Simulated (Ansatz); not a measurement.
We consider SiC3 (model structure, P-4m2, No. 115, 4 atoms in the cell), described by r²SCAN (plane waves, PAW; Ansatz, an electronic-structure program).

Run with plane-wave cutoff 560 eV, 12×12×8 k mesh (along the axes of the cell as run), Fermi–Dirac smearing 0.01 eV, scalar-relativistic PAW data made under PBE.

Cell (relaxed at this level):

```xyz
4
Lattice="2.7963 0.0000 0.0000 0.0000 2.7963 0.0000 0.0000 0.0000 4.0902" Properties=species:S:1:pos:R:3 pbc="T T T"
C      0.0000     0.0000     0.0000
C      0.0000     1.3981     3.2161
Si     1.3981     1.3981     2.0451
C      1.3981     0.0000     0.8742
```

Problem. Estimate the band gap and bulk modulus B0 that the calculation returns.

Solution. 
* **band gap**: 1.65 eV (on the SCF k mesh)
* **bulk modulus B0**: 287 GPa

Note: the bulk modulus is −V dP/dV from two relaxed cells at ±2 % in volume; the relaxation could raise the start's symmetry but not lower it, so the cell can be a saddle point.

Computed values are for the static lattice.

Computing time: about 80 core-seconds (a rough figure).

A model structure was made by putting elements into a prototype or built by hand; it is no filed structure, need not be a known phase, and can be a saddle point held by its symmetry.
